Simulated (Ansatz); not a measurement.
SiC (P6_3mc), r2SCAN with spin-orbit coupling, rigid bands (Ansatz, a program for electronic structure): N_c = 1.05e19 cm⁻³ at 300 K and an electron conductivity mass of 0.434 mₑ along y (a = (3.08, 0.00, 0.00) Å; b = (-1.54, 2.66, 0.00) Å; c = (0.00, 0.00, 5.05) Å).

Task: For 1e16 electrons per cm³ at 300 K, place the Fermi level, estimate the Seebeck coefficient of a parabolic band with constant τ, and give mobility and conductivity for τ = 20 fs.

Result: The level lies k_BT ln(N_c/n) = 0.180 eV below the conduction-band minimum. S ≈ −(k_B/e)[ln(N_c/n) + 5/2] = -815 μV/K, against -819 μV/K from the full bands (mean over directions). μ = eτ/m = 81.1 cm²/(V·s) and σ = neμ = 0.130 S/cm. τ is assumed, not computed.

Band transport and this doping are assumed; polarons and phonon drag are left out.
